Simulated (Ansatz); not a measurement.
Results of LDA in Ansatz (plane waves, PAW) for Nb2B2Ge (model structure, started from the Ti2InB2 type, P-6m2, No. 187, 5 atoms in the cell).

Run with plane-wave cutoff 520 eV, 24×24×8 k mesh (along the axes of the cell as run), Fermi–Dirac smearing 0.05 eV, no spin polarisation, scalar-relativistic PAW data made under PBE.

Cell (relaxed at this level):

```cif
data_B2GeNb2
_chemical_formula_sum 'Nb2 Ge1 B2'
_space_group_name_H-M_alt 'P-6m2'
_space_group_IT_number 187
_space_group_name_Hall 'P -6 2'
_cell_length_a 3.13776
_cell_length_b 3.13776
_cell_length_c 6.99956
_cell_angle_alpha 90.000
_cell_angle_beta 90.000
_cell_angle_gamma 120.000
loop_
_atom_site_label
_atom_site_type_symbol
_atom_site_symmetry_multiplicity
_atom_site_Wyckoff_symbol
_atom_site_fract_x
_atom_site_fract_y
_atom_site_fract_z
_atom_site_occupancy
Nb1 Nb 2 h 0.33333 0.66667 0.27929 1
Ge1 Ge 1 a 0.00000 0.00000 0.00000 1
B1 B 1 b 0.00000 0.00000 0.50000 1
B2 B 1 f 0.66667 0.33333 0.50000 1
```

Estimate the bulk modulus B0 that the calculation returns.


- bulk modulus B0: 236 GPa

Note: the run has no spin polarisation, so it can have missed a magnetic state; the bulk modulus is −V dP/dV from two relaxed cells at ±2 % in volume; the relaxation could raise the start's symmetry but not lower it, so the cell can be a saddle point.

It cost around 7 core-minutes (rough) of CPU time.

A model structure was made by putting elements into a prototype or built by hand; it is no filed structure, need not be a known phase, and can be a saddle point held by its symmetry.

Ansatz is an electronic-structure program.
